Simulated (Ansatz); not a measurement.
Data:

```
CELL_PARAMETERS angstrom
      0.00000     2.09847     2.09847
      2.09847     0.00000     2.09847
      2.09847     2.09847     0.00000
ATOMIC_POSITIONS crystal
  Mg 0.00000 0.00000 0.00000
  O  0.50000 0.50000 0.50000
```

No spin polarisation.

Level of theory: Ansatz (a program for electronic structure) r2SCAN, no spin-orbit coupling. Γ-centred 13×13×13 mesh, Fermi–Dirac width 0.05 eV.

Q: What electron mass does the calculation give?

A: 0.37 mₑ (at Γ).

Q: Predict the band gap.

A: 5.74 eV.

Q: What hole mass (degenerate bands, along [100]) does the calculation give?

A: 0.42, 2.1, 2.1 mₑ (at Γ).

Q: What width of the top valence band does the calculation give?

A: 1.79 eV.

Load acts through the strain it causes; cell and atoms are relaxed under it. Masses are band curvatures over ±0.01 Å⁻¹ around the edge. No phonon test of stability was made. The cell was made from MgO in the rock salt structure (space group Fm-3m, No. 225) by this change: pressure 0.9 GPa.
